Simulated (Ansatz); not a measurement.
**CdSe (model structure, within 0.1 Å of Fm-3m, No. 225, 8 atoms in the cell)**

All values below come from PBEsol (Ansatz, a program for electronic structure, PAW).

Numerical settings: plane-wave cutoff 500 eV, 4×10×8 k mesh (along the axes of the cell as run), Fermi–Dirac smearing 0.05 eV, scalar-relativistic PAW data made under PBE.

Cell (relaxed at this level):

CdSe has the cubic space group Fm-3m (No. 225), the rock salt structure, Pearson symbol cF8. Lattice parameters: a = b = c = 5.628 Å, α = β = γ = 90.00°. Cd on 4a is coordinated by 6 Se at 2.814 Å (octahedral). Se on 4b is coordinated by 6 Cd at 2.814 Å (octahedral). (Neighbours: up to the widest gap in distance over summed covalent radii, below 1.35, at either atom; cation-cation and far metal-metal contacts left out.)

| Item | Value |
|---|---|
| band gap | none |

Spin–orbit coupling is not included.

Computed values are for the static lattice.

Computing time: about 23 core-minutes (a rough figure).

A model structure was made by putting elements into a prototype or built by hand; it is no filed structure, need not be a known phase, and can be a saddle point held by its symmetry.
